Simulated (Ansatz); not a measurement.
Base system: Au in the fcc (Cu type) structure (space group Fm-3m, No. 225; relaxed with 0.1 eV smearing).

```xyz
1
Lattice="0.0000 2.0623 2.0623 2.0623 0.0000 2.0623 2.0623 2.0623 0.0000" Properties=species:S:1:pos:R:3 pbc="T T T"
Au     0.0000     0.0000     0.0000
```

Cartesian axes are those of the cell as printed.

Computed with Ansatz (a program for electronic structure), r2SCAN, PAW, cutoff 500 eV, scalar-relativistic without spin-orbit coupling.

Strains are applied to the cell and any free atomic positions relax; under biaxial strain the out-of-plane vector relaxes too.

One change was made to it. Results:

| quantity | base | after |
|---|---|---|
| energy relative to the base (free energy F) | 0 meV/atom | +2.6 meV/atom |
| pressure (mean of the normal stresses, compression positive) | 0.0 GPa | -1.0 GPa |
| shortest interatomic distance | 2.916 Å | 2.885 Å |

Task: What was done to the base?
A) biaxial strain +1.67 %, plane normal [111], relaxed out of plane
B) biaxial strain +2.08 %, plane normal [111], relaxed out of plane
C) biaxial strain +2.50 %, plane normal [111], relaxed out of plane
D) biaxial strain +0.83 %, plane normal [111], relaxed out of plane
E) biaxial strain +0.42 %, plane normal [111], relaxed out of plane

Result: A, biaxial strain +1.67 %, plane normal [111], relaxed out of plane. For comparison, the energy relative to the base in the other runs: biaxial strain +2.08 %, plane normal [111], relaxed out of plane gives +4.1 meV/atom; biaxial strain +0.42 %, plane normal [111], relaxed out of plane gives +0.2 meV/atom; biaxial strain +0.83 %, plane normal [111], relaxed out of plane gives +0.7 meV/atom; biaxial strain +2.50 %, plane normal [111], relaxed out of plane gives +6.0 meV/atom.

Whether these cells are dynamically stable was not tested.
